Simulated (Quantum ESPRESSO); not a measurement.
**Convergence test for Cd3Ge (I4/mmm, 4 atoms in the cell)**

```
CELL_PARAMETERS angstrom
     -2.23378     2.23378     4.63448
      2.23378    -2.23378     4.63448
      2.23378     2.23378    -4.63448
ATOMIC_POSITIONS crystal
  Cd 0.75000 0.25000 0.50000
  Cd 0.25000 0.75000 0.50000
  Cd 0.50000 0.50000 0.00000
  Ge 0.00000 0.00000 0.00000
```

Computed with PBEsol, GBRV 1.5 ultrasoft (PBESOL) pseudopotentials (plane waves; Quantum ESPRESSO).

The starting cell comes from a database of computed structures (which also holds hypothetical and non-ambient phases and stackings), without a prior relaxation at this level. Its lattice was rescaled by a random factor within 2.5 % of one. In the base run, with a pressure of about -6 GPa the cell is away from its equilibrium volume at this level.

Held fixed: ecutwfc = 50 Ry; ecutrho = 250 Ry; occupations = smearing; smearing = marzari-vanderbilt; degauss = 0.0036749 Ry; potentials = {Cd: cd_pbesol_v1.uspp.F.UPF, Ge: ge_pbesol_v1.4.uspp.F.UPF}; K_POINTS = automatic 7 7 7 1 1 1; mixing_beta = 0.3.

ΔF is the free energy per atom less that of the last row (7.3e-14 Ry).

The series runs over conv_thr = 0.0073 Ry; 0.00073 Ry; 7.3e-05 Ry; 7.3e-06 Ry; 7.3e-07 Ry; 7.3e-08 Ry; 7.3e-10 Ry; 1e-11 Ry; 7.3e-12 Ry; 7.3e-14 Ry.

Question: From which setting on does the energy stay within 0.5 meV/atom of the last one?

Answer: From conv_thr = 7.3e-05 Ry on; the one before it is off by 0.97 meV/atom.

Question: From which setting on does the pressure stay within 0.1 GPa of the last one?

Answer: From conv_thr = 7.3e-08 Ry on; the one before it is off by 0.18 GPa. The value it settles on is -6.05 GPa at this level of theory and with the other settings as held.

```csv
conv_thr,ΔF (meV/atom),pressure (GPa),iterations
0.0073 Ry,4.6,-22.50,3
0.00073 Ry,0.97,-0.50,4
7.3e-05 Ry,0.04,-5.74,6
7.3e-06 Ry,0.00,-5.31,7
7.3e-07 Ry,0.00,-5.87,8
7.3e-08 Ry,0.00,-6.08,9
7.3e-10 Ry,0.00,-6.05,12
1e-11 Ry,0.00,-6.05,13
7.3e-12 Ry,0.00,-6.05,13
7.3e-14 Ry,0.00,-6.05,15
```
